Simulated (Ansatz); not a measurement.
Start from Ge in the diamond structure (space group Fd-3m, No. 227; a = 5.622 Å).

Level of theory: Ansatz (an electronic-structure program) LDA, spin-orbit coupling left out.

For the base:

The band gap is zero and the pressure is 0.0 GPa.

Now apply this change: the cell is scaled by 0.9950 in all directions, atoms relaxed at fixed cell.

Question: Estimate the effect on the band gap, energy relative to the base and pressure.

Answer: The band gap becomes 0.12 eV (base: zero); the energy increases by 1.1 meV/atom; the pressure goes from zero to 1.1 GPa.

The cells carry an imposed strain or load. Stability against distortions was not tested. A zero or small gap of Ge can be the functional's error rather than a property of the material.
